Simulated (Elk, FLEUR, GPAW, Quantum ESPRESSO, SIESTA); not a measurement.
## One structure in several programs: MnS (Fm-3m, 2 atoms in the cell)

Self-consistent single point.

```xyz
2
Lattice="0.0000 2.4802 2.4802 2.4802 0.0000 2.4802 2.4802 2.4802 0.0000" Properties=species:S:1:pos:R:3 pbc="T T T"
S      0.0000     0.0000     0.0000
Mn     2.4802     2.4802     2.4802
```
Moments meant for the start (each program seeds them in its own way; μB, in the order of the atoms S Mn): 0.0 4.0.

Shared settings, as Quantum ESPRESSO writes them: occupations = smearing; smearing = gaussian; degauss = 0.0147 Ry; nspin = 2; K_POINTS = automatic 9 9 9 0 0 0. Potentials and cutoffs stand in the table.

```
code                                                                                                                                  model  pressure (GPa)  gap on the mesh (eV)  size of the net moment (μB/atom)           cutoff
----------------  -------------------------------------------------------------------------------------------------------------------------  --------------  --------------------  --------------------------------  ---------------
FLEUR                                                                        PBE+U, all-electron FLAPW (FLEUR), scalar-relativistic valence               –                 0.932                              2.50  Kmax 4.6 1/bohr
SIESTA            GGA PBE+U, numerical atomic orbitals TZP, PseudoDojo PBE standard norm-conserving potentials (rewritten from UPF to PSML)           27.17                 0.400                              2.50      grid 300 Ry
Quantum ESPRESSO                                                                        PBE+U, SSSP 1.1.2 efficiency (PBE) pseudopotentials           28.44                 1.201                              2.50            50 Ry
Elk                                                          PBE+U, all-electron FP-LAPW, Elk's shipped species files, default APW+lo basis               –                     –                              2.50         rgkmax 7
GPAW                                                                                         PBE+U, GPAW PAW datasets PBE (gpaw-data 1.0.1)           28.47                     –                              2.50           800 eV
```

Hubbard term: ortho-atomic; U Mn-3d 7 eV.

A dash marks a value that a program does not give, or that is left out as unsure.

No gap is tabulated for Elk and GPAW: it is not read from that output, or partly filled or unconverged empty levels leave it unsure.

Gaps are read on the mesh.

On FLEUR's run: with one magnetic atom in the cell only a parallel order is possible. With U or open f shells several self-consistent states can exist.

The spread over the programs that give each value: pressure within 1.30 GPa; gap on the mesh within 0.801 eV; size of the net moment within 0.00 μB/atom.

SIESTA uses small atom-centred bases, whose incompleteness enters pressures, forces and empty levels differently from a plane-wave cutoff. FLEUR and Elk treat all electrons, but the usual bases taken here (sphere radii, linearisation, local orbitals, empty states) were not tested for convergence, so the values are no reference for the others. The same U acts on different projectors in each program, which moves gaps, moments and pressures. In the pressure, SIESTA (by 1.29) lies more than 1 GPa from the median of the plane-wave programs.

The starting cell was generated: these elements placed on a structure prototype, without a prior relaxation; it need not be a known phase or ordering of this composition. Its lattice was rescaled by a random factor within 2.5 % of one.

Left out of this page: Ansatz (on a method kept out of this collection).
